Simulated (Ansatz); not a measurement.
AlBiO₃ (model structure, started from the tetragonal perovskite type, P4mm, No. 99, 5 atoms in the cell)

Computed with G0W0@PBEsol (plane waves, hard PAW, contour deformation, complete-basis limit; Ansatz, a quantum-chemistry and plane-wave program).

Numerical settings: largest k mesh 6×6×6 (not extrapolated in the mesh).

Cell (relaxed with PBEsol):

```yaml
crystal:
  lattice:
    - [3.62818, 0.00000, 0.00000]
    - [0.00000, 3.62818, 0.00000]
    - [0.00000, 0.00000, 4.44702]
  atoms:
    - { symbol: Al, position: [0.50000, 0.50000, 0.47372] }
    - { symbol: Bi, position: [0.00000, 0.00000, 0.03373] }
    - { symbol: O, position: [0.50000, 0.50000, 0.87433] }
    - { symbol: O, position: [0.50000, 0.00000, 0.36211] }
    - { symbol: O, position: [0.00000, 0.50000, 0.36211] }
```

| Property | Value |
|---|---|
| band gap | 3.12 eV |

Note: filled d or f shells below the valence bands can shift G0W0 gaps through exchange with them, which wasn't tested here; the relaxation could raise the start's symmetry but not lower it, so the cell can be a saddle point; the gap holds a correction of +0.43 eV to the complete basis.

Spin–orbit coupling is not included; with these elements it can move the gap by several tenths of an eV or more.

Computed values are for the static lattice.

Cost on a shared machine: very roughly 4 core-hours.

A model structure was made by putting elements into a prototype or built by hand; it is no filed structure, need not be a known phase, and can be a saddle point held by its symmetry.
